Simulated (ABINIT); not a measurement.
ABINIT is run on NbGa3 (I4/mmm, 4 atoms in the cell), and the run fails. The aim is a self-consistent single point with DFT, LDA (PW92), plane waves, PAW (JTH v2.0 LDA PAW).

This input was run:

```
# NbGa3, JTH v2.0 LDA PAW
pp_dirpath "./"
pseudos "Ga.LDA_PW-JTH.xml, Nb_pbe.LDA_PW-JTH.xml"
acell 3*1.0 Angstrom
rprim
        -1.8965000000    1.8965000000    4.3524500000
         1.8965000000   -1.8965000000    4.3524500000
         1.8965000000    1.8965000000   -4.3524500000
natom 4
ntypat 2
znucl 31 41
typat 1 1 1 2
xred
         0.5000000000    0.5000000000    0.0000000000
         0.7500000000    0.2500000000    0.5000000000
         0.2500000000    0.7500000000    0.5000000000
         0.0000000000    0.0000000000    0.0000000000
ecut 20
pawecutdg 40
pawxcdev 0
occopt 7
tsmear 0.2 eV
nband 34
kptopt 1
ngkpt 7 7 7
nshiftk 1
shiftk 0 0 0
nstep 100
toldfe 1.0e-09
prtwf 0
prtden 0
```

Output, abridged:

```
     HAVE_FC_ISO_C_BINDING  HAVE_FC_ISO_FORTRAN_2008        HAVE_FC_LONG_LINES

        HAVE_FC_MOVE_ALLOC  HAVE_FC_ON_THE_FLY_SHAPE           HAVE_FC_PRIVATE

         HAVE_FC_PROTECTED           HAVE_FC_SHIFTLR         HAVE_FC_STREAM_IO

            HAVE_FC_SYSTEM                HAVE_FFTW3          HAVE_FORTRAN2003

                 HAVE_HDF5             HAVE_HDF5_MPI        HAVE_LIBPAW_ABINIT

      HAVE_LIBTETRA_ABINIT                HAVE_LIBXC                  HAVE_MPI

                 HAVE_MPI2         HAVE_MPI2_INPLACE       HAVE_MPI_IALLGATHER

       HAVE_MPI_IALLREDUCE        HAVE_MPI_IALLTOALL       HAVE_MPI_IALLTOALLV

           HAVE_MPI_IBCAST         HAVE_MPI_IGATHERV        HAVE_MPI_INTEGER16

               HAVE_MPI_IO HAVE_MPI_TYPE_CREATE_S...               HAVE_NETCDF

       HAVE_NETCDF_FORTRAN   HAVE_NETCDF_FORTRAN_MPI           HAVE_NETCDF_MPI

             HAVE_OS_LINUX         HAVE_TIMER_ABINIT
 ++++++++++++++++++++++++++++++++++++++++++++++++++++++++++++++++++++++++++++++

 Netcdf library supports MPI-IO
-instrng: 31 lines of input have been read from file run.abi

 For atom type 1, psp file is ./Ga.LDA_PW-JTH.xml
 For atom type 2, psp file is ./Nb_pbe.LDA_PW-JTH.xml

--- !ERROR
src_file: m_pspheads.F90
src_line: 133
mpi_rank: 0
message: |
    Fortran open returned iostat: 2 while opening file: ./Nb_pbe.LDA_PW-JTH.xml
    Runtime error message: Cannot open file './Nb_pbe.LDA_PW-JTH.xml': No such file or directory
...

 abinit_abort: decision taken to exit. Check above messages for more info
Abort(13) on node 0 (rank 0 in comm 0): application called MPI_Abort(MPI_COMM_WORLD, 13) - process 0

--- !ERROR
src_file: m_pspheads.F90
src_line: 133
mpi_rank: 0
message: |
    Fortran open returned iostat: 2 while opening file: ./Nb_pbe.LDA_PW-JTH.xml
    Runtime error message: Cannot open file './Nb_pbe.LDA_PW-JTH.xml': No such file or directory
...
```

Question: Read the log: what does the program object to, and what is the fix?

Answer: The fault is a potential or basis that cannot be found. The input names a file or set that is not where the program looks, or that does not exist under that name. To fix it, correct the name or place the file. The program stopped before any SCF iteration.

The sound input it was made from differs as follows (other fixes are possible):
```diff
-pseudos "Ga.LDA_PW-JTH.xml, Nb_pbe.LDA_PW-JTH.xml"
+pseudos "Ga.LDA_PW-JTH.xml, Nb.LDA_PW-JTH.xml"
```

With that input, the run converged in 16 iterations: free energy E − TS -8045.87 eV; Fermi level (on the code's own zero) 10.03 eV; pressure -5.52 GPa (DFT, LDA (PW92), plane waves, PAW (JTH v2.0 LDA PAW)).

On the sound input: the starting cell comes from a database of published, mostly measured structures (it also holds non-ambient and calculated ones), without a prior relaxation at this level. Spin polarisation is off. With a pressure of about -6 GPa the cell is away from its equilibrium volume at this level.
